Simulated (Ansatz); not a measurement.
Base system: GaSb in the zinc blende structure (space group F-43m, No. 216; a = 6.214 Å).

Level of theory: Kohn–Sham DFT with the PBE functional, run in Ansatz (a program for electronic structure) with PAW and 420 eV plane waves, no spin-orbit coupling.

Base values:

The volume per atom is 29.99 Å³.

Perturbation: a hydrostatic pressure of 1.8 GPa.

Problem. Estimate the effect on the volume per atom.

Solution. The volume per atom shrinks by 1.081 Å³, from 29.99 Å³ to 28.90 Å³.

Load acts through the strain it causes; cell and atoms are relaxed under it. Whether these cells are dynamically stable was not tested. The final runs are not spin-polarised.
